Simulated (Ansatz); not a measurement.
C axis length (Å) of solids drawn from the class of silicides and borides, at two levels: PBE in Ansatz (plane waves, PAW), and r²SCAN (plane waves, PAW; Ansatz, a quantum-chemistry and plane-wave program).

```
solid             PBE  r²SCAN  shift (%)
--------------  -----  ------  ---------
AlB2-type ZrB₂  3.542   3.551      +0.25
AlB2-type HfB₂  3.486   3.479      -0.20
C11b WSi₂       7.867   7.804      -0.80
AlB2-type TiB₂  3.224   3.222      -0.06
C11b MoSi₂      7.873   7.818      -0.70
AlB2-type MgB₂  3.524   3.511      -0.37
```

The shifts run from -0.80 % to +0.25 %, with a median of -0.28 %.

Over all 6 rows r²SCAN is the larger in 1.

Ansatz's runs of these crystals have no spin polarisation. A magnetic state wasn't tried for AlB2-type TiB2 with meta-GGA or hybrid levels, which favour moments.

Spin–orbit coupling is left out, also for the solids with elements from indium on (AlB2-type HfB2, C11b WSi2); its size isn't shown.

Ansatz's density-functional and Hartree–Fock values are scalar-relativistic unless marked +SOC, with PAW data made under PBE.
